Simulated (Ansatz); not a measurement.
C on the 1x1 (111) surface of fcc Al, one in a 3x3 cell, energies for each (63.7 Å²). Energies are against an atom of graphite, without zero-point or thermal terms; each row is named by its start.

Computed with PBE (plane waves to 420 eV, PAW; Ansatz, a first-principles code).

Slab: 37 atoms, 7.0 Å thick at the start under the adsorbate (thin: gaps and levels are the slab's own); k 4x4x1, smearing 0.1 eV, dipole-corrected; 18 atoms held, the rest relaxed; each run with such symmetry as its start has; spin-polarised, no spin-orbit, no U, no dispersion correction.

A negative adsorption energy means that the adsorbate is more stable on the surface than in its reference. Heights count from the host atoms within 0.3 Å of the top one.

```json
[
 {"starting site": "top Al", "E_ads (eV)": "4.89", "height (Å)": "1.31", "nearest host atom (Å)": "Al 1.90", "bonded to": "Al", "Δ work function (eV)": "0.72", "lateral drift (Å)": "0.0", "moment (μB)": "0.0"},
 {"starting site": "hollow Al-Al-Al over Al at depth 2.3 Å", "E_ads (eV)": "1.15", "height (Å)": "0.08", "nearest host atom (Å)": "Al 1.92", "bonded to": "4 Al", "Δ work function (eV)": "-0.10", "lateral drift (Å)": "0.0", "moment (μB)": "0.0"},
 {"starting site": "hollow Al-Al-Al over Al at depth 4.6 Å", "E_ads (eV)": "1.53", "height (Å)": "0.91", "nearest host atom (Å)": "Al 1.92", "bonded to": "3 Al", "Δ work function (eV)": "0.35", "lateral drift (Å)": "0.0", "moment (μB)": "0.0"}
]
```
